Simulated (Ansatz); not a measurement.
**TiP under a change: isotropic strain −1.35 %**

The parent structure is TiP (space group P6_3/mmc, No. 194; a = 3.4548 Å, c = 11.6048 Å).

One thing is altered: an isotropic linear strain of −1.35 %, atoms relaxed at fixed cell.

Computed with plane-wave PAW DFT at the PBEsol level (Ansatz, a first-principles code, 420 eV), no SOC. k-mesh 16×16×4 (Γ-centred); smearing 0.05 eV (Fermi–Dirac).

The volume per atom shrinks by 0.60 Å³ (14.99 Å³ → 14.39 Å³) and the shortest interatomic distance shrinks by 0.032 Å, from 2.408 Å to 2.376 Å. The energy grows by 12 meV/atom and the band gap remains zero.

Stability against distortions was not tested. The final runs are not spin-polarised.
